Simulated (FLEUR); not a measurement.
Input and output of a self-consistent single point for Lu (P6_3/mmc, 4 atoms in the cell) (FLEUR).

Method: PBEsol, all-electron FLAPW (FLEUR), scalar-relativistic valence.

```
CELL_PARAMETERS angstrom
      3.42453     0.00000     0.00000
     -1.71227     2.96573     0.00000
      0.00000     0.00000    11.01846
ATOMIC_POSITIONS crystal
  Lu 0.00000 0.00000 0.00000
  Lu 0.00000 0.00000 0.50000
  Lu 0.33333 0.66667 0.25000
  Lu 0.66667 0.33333 0.75000
```

Reference input (self-consistent single point, DFT, PBE, all-electron FLAPW (FLEUR), scalar-relativistic valence): Kmax = 3.8 1/bohr; GmaxXC = 15.2 1/bohr; xcFunctional = pbe; jspins = 1; l_soc = F; mode = gauss; fermiSmearingEnergy = 0.00367493 Htr; mesh (inpgen div1-3) = 8 8 2; inpgen gamma flag = true; Gmax = 15.2 1/bohr; numbands = 0; maxIterBroyd = 40. This run's input differs from it in these lines:

```diff
@@ -16,2 +16,3 @@
 &comp jspins=1 /
+&exco xctyp='PBEs' /
 &kpt div1=8 div2=8 div3=2 gamma=t /
@@ -28,3 +29,3 @@
       <coreElectrons ctail="T" frcor="F" kcrel="0" coretail_lmax="0"/>
-      <xcFunctional name="pbe" relativisticCorrections="F"/>
+      <xcFunctional name="PBEs" relativisticCorrections="F"/>
       <magnetism jspins="1"/>
```

Log, with long lists cut:

```
 Iteration:     1   Distance:       8.30947481 me/bohr^3
 Iteration:     2   Distance:       7.08797845 me/bohr^3
 Iteration:     3   Distance:       3.75823502 me/bohr^3
 Iteration:     4   Distance:       1.56202968 me/bohr^3
 Iteration:     5   Distance:       1.12028137 me/bohr^3
   [... 8 lines left out ...]
 Iteration:    14   Distance:       0.00016295 me/bohr^3
 Iteration:    15   Distance:       0.00006229 me/bohr^3
 Iteration:    16   Distance:       0.00003503 me/bohr^3
 Iteration:    17   Distance:       0.00000228 me/bohr^3
 Run finished successfully
 Stop message:
   Structural relaxation: Done

[file out, last iteration]
             iter=     18
[...]
          total density-effective poten   -1.0063633027E+05
          total charge density-energy d   -1.1911337582E+03
 Updated energy parameters for spin:           1
[...]
 fermi energy and band-weighting factors:
   [... 7 lines left out ...]

[...]
FERMIE:
          first approx. to ef    (T=0)  :   0.306700 htr   (energy of the highest occ. eigenvalue)
          number of occ. states  (T=0)  :        998
          first approx. to seigv (T=0)  : -20.386492 htr
          sum of weights of occ. states :  50.085938
          sum of semicore charge        :   0.000000 e
          fermi energy=   0.30569 har   work function=  -8.31833 ev
          number of valence electrons= 100.00000
   [... lines left out ...]
          total moment                 =     0.00000
 Direct bandgap for spin            1 :    6.2371193000232417E-003  Htr
 ---->    free energy=                    -58306.7608554745 htr
   [... lines left out ...]
      extrapolation for T->0
 ---->    total electron energy=          -58306.7608554745 htr
 ***** TOTAL FORCES ON ATOMS *****
 TOTAL FORCE FOR ATOM TYPE=  1  X=  0.000   Y=  0.000   Z=  0.000
                       FX_TOT= 0.000000 FY_TOT= 0.000000 FZ_TOT= 0.000000
 TOTAL FORCE FOR ATOM TYPE=  2  X=  3.236   Y= -1.868   Z=  5.205
                       FX_TOT= 0.000000 FY_TOT= 0.000000 FZ_TOT= 0.000000
 Structural relaxation: Done
```

The run converged in 17 iterations. FLEUR gives forces in its relaxation mode, with a further iteration, so its stop message speaks of a relaxation. 

The starting cell was generated: these elements placed on a structure prototype, without a prior relaxation; it need not be a known phase or ordering of this composition. Its lattice was rescaled by a random factor within 2.5 % of one. Spin-orbit coupling is off. Values depend on the basis (sphere radii, cutoffs, local orbitals), which need not be converged. The log's line on a gap gives a spacing of levels on this mesh, which the program prints for metals too.

Cost on one core of a shared machine: roughly 4 min.
